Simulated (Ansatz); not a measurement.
**CdS, pressure series**

Base system: CdS in the zinc blende structure (space group F-43m, No. 216; a = 5.878 Å).

Cell and atoms are relaxed at each pressure.

Computed with Kohn–Sham DFT with the r2SCAN functional, run in Ansatz (a first-principles code) with PAW and 500 eV plane waves, spin-orbit coupling left out.

```
change                density  shortest interatomic distance  band gap
-----------------  ----------  -----------------------------  --------
base               4.73 g/cm³                        2.545 Å   1.54 eV
pressure −2 GPa    4.56 g/cm³                        2.575 Å   1.46 eV
pressure −1 GPa    4.64 g/cm³                        2.560 Å   1.50 eV
pressure 0.9 GPa   4.79 g/cm³                        2.533 Å   1.58 eV
pressure 2.1 GPa   4.88 g/cm³                        2.518 Å   1.62 eV
pressure 4.5 GPa   5.04 g/cm³                        2.491 Å   1.69 eV
pressure 9 GPa     5.30 g/cm³                        2.450 Å   1.80 eV
pressure 15 GPa    5.60 g/cm³                        2.405 Å   1.90 eV
pressure 22.5 GPa  5.92 g/cm³                        2.361 Å   2.00 eV
pressure 30 GPa    6.19 g/cm³                        2.326 Å   2.08 eV
```

Load acts through the strain it causes; cell and atoms are relaxed under it. Whether these cells are dynamically stable was not tested. Tetrahedral semiconductors of this kind turn to denser phases somewhere between about 1 and 50 GPa; those were not computed, so compressed cells here can lie past the real transition.
